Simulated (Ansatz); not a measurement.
**P: response to strain**

Consider P in the black-P type structure (space group Cmce, No. 64; layered, stacked along the Cartesian y axis).

```
P
1.0
    1.65109    -5.34545     0.00000
    1.65109     5.34545     0.00000
    0.00000     0.00000     4.46660
P
4
Cartesian
  1.65109   1.05938   2.61322
  1.65109  -1.05938   1.85338
  1.65109  -4.28606   4.08668
  1.65109   4.28606   0.37992
```

Cartesian axes are those of the cell as printed.

Strains are applied to the cell and any free atomic positions relax; under biaxial strain the out-of-plane vector relaxes too.

All numbers come from r2SCAN+rVV10 (Ansatz, a program for electronic structure, PAW, no spin-orbit coupling), earlier PAW set.

Notes on the quantities. energy relative to the base: free energy F; pressure: mean of the normal stresses, compression positive.

| case | energy relative to the base | pressure | shortest interatomic distance | space group |
|---|---|---|---|---|
| base | 0 meV/atom | 0.0 GPa | 2.213 Å | Cmce (No. 64) |
| biaxial strain −3.48 %, plane normal [001], relaxed out of plane | – | 3.3 GPa | 2.184 Å | Cmce (No. 64) |
| biaxial strain −0.56 %, plane normal [001], relaxed out of plane | – | 0.5 GPa | 2.208 Å | Cmce (No. 64) |
| isotropic strain −0.32 % | +0.3 meV/atom | 0.4 GPa | 2.210 Å | Cmce (No. 64) |
| isotropic strain +1.01 % | +2.4 meV/atom | -1.3 GPa | 2.224 Å | Cmce (No. 64) |
| isotropic strain +1.08 % | +2.8 meV/atom | -1.4 GPa | 2.224 Å | Cmce (No. 64) |
| uniaxial strain ε_yy = −2.24 % | +1.7 meV/atom | 0.5 GPa | 2.213 Å | Cmce (No. 64) |
| uniaxial strain ε_zz = −1.95 % | +1.4 meV/atom | 0.7 GPa | 2.211 Å | Cmce (No. 64) |
| tensor shear ε_xy = −0.63 % | +0.2 meV/atom | 0.0 GPa | 2.213 Å | P2_1/c (No. 14) |
| tensor shear ε_yz = +0.69 % | 0.0 meV/atom | 0.0 GPa | 2.213 Å | C2/m (No. 12) |

The mesh was chosen for an insulator and is coarse for the gapless case. Stability against distortions was not tested.
